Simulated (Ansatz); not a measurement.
The reference is HfGe2 (space group Cmcm, No. 63; a = 3.781 Å, b = 14.744 Å, c = 3.747 Å). Axes: x, y, z lie along a, b, c of the conventional cell.

Calculations: Kohn–Sham DFT with the PBEsol functional, run in Ansatz (an electronic-structure program) with PAW and 420 eV plane waves, scalar-relativistic without spin-orbit coupling, earlier PAW set.

Strains are applied to the cell and any free atomic positions relax; under biaxial strain the out-of-plane vector relaxes too.

One change was made to it. Results:

| quantity | base | after |
|---|---|---|
| pressure (mean of the normal stresses, compression positive) | 0.0 GPa | 5.2 GPa |
| band gap | zero | zero |

Q: Which change produced these results?
A) uniaxial strain ε_xx = −0.97 %
B) biaxial strain +4.11 %, plane normal [001], relaxed out of plane
C) isotropic strain −3.20 %
D) uniaxial strain ε_xx = −3.67 %

A: D, uniaxial strain ε_xx = −3.67 %. For comparison, the pressure in the other runs: isotropic strain −3.20 % gives 14.9 GPa; uniaxial strain ε_xx = −0.97 % gives 1.3 GPa; biaxial strain +4.11 %, plane normal [001], relaxed out of plane gives -4.9 GPa.

Without a gap, meshes like the base's 13×13×12 leave anisotropic stresses uncertain by several tenths of a GPa, and small strain energies with them. No phonon test of stability was made. The final runs are not spin-polarised.
